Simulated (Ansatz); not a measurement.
Take AgI in the wurtzite structure (space group P6_3mc, No. 186) as the base.

```cif
data_Ag2I2
_chemical_formula_sum 'Ag2 I2'
_space_group_name_H-M_alt 'P 1'
_space_group_IT_number 1
_cell_length_a 4.68522
_cell_length_b 4.68522
_cell_length_c 7.66214
_cell_angle_alpha 90.000
_cell_angle_beta 90.000
_cell_angle_gamma 120.000
loop_
_space_group_symop_operation_xyz
  'x, y, z'
loop_
_atom_site_label
_atom_site_type_symbol
_atom_site_fract_x
_atom_site_fract_y
_atom_site_fract_z
_atom_site_occupancy
Ag1 Ag 0.66667 0.33333 0.00005 1
Ag2 Ag 0.33333 0.66667 0.50005 1
I1 I 0.66667 0.33333 0.62515 1
I2 I 0.33333 0.66667 0.12515 1
```

Computed with Kohn–Sham DFT with the PBE functional, run in Ansatz (a quantum-chemistry and plane-wave program) with PAW and 420 eV plane waves, no SOC.

One change was made to it. Results:

| quantity | base | after |
|---|---|---|
| valence-band top at Γ (three highest levels, from the VBM) | 0.00, 0.00, -0.06 eV | 0.00, 0.00, -0.06 eV |
| shortest interatomic distance | 2.870 Å | 2.846 Å |
| electron mass | 0.17 mₑ along c, 0.18 mₑ across (at Γ) | 0.17 mₑ along c, 0.18 mₑ across (at Γ) |

### Question
Which of these changes matches the shifts?
A) pressure 3 GPa
B) pressure 0.7 GPa
C) pressure 0.3 GPa
D) pressure 10 GPa

### Answer
B, pressure 0.7 GPa. For comparison, the shortest interatomic distance in the other runs: pressure 3 GPa gives 2.783 Å; pressure 10 GPa gives 2.607 Å; pressure 0.3 GPa gives 2.859 Å.

Spin-orbit coupling, missing from the scalar runs, can matter with I. The levels and masses belong to the bands next to the band gap. Load acts through the strain it causes; cell and atoms are relaxed under it. Masses are band curvatures over ±0.01 Å⁻¹ around the edge. Whether these cells are dynamically stable was not tested. Tetrahedral semiconductors of this kind turn to denser phases somewhere between about 1 and 50 GPa; those were not computed, so compressed cells here can lie past the real transition.
